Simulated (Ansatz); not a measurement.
Take BP in the zinc blende structure (space group F-43m, No. 216; a = 4.5484 Å) as the base. Axes: x, y, z lie along the cube axes.

Level of theory: PBE (Ansatz, an electronic-structure program), no spin-orbit coupling.

The change: an isotropic linear strain of +3.00 %, atoms relaxed at fixed cell.

Task: Predict the stress tensor and what it implies for the stiffness.

Result: Stress of the strained cell less that of the base (GPa, compression positive):
```
 -12.11    0.00    0.00
   0.00  -12.11    0.00
   0.00    0.00  -12.11
```

Then B = −ΔP/(ΔV/V₀) with ΔV/V₀ = 0.0927 gives secant stiffness values (nonlinear terms included at this strain): B ≈ 131 GPa.

As a check, the harmonic strain energy −½ V₀ Δσ:ε is 40 meV/atom; the computed energy rise is 44 meV/atom.

Stability against distortions was not tested.
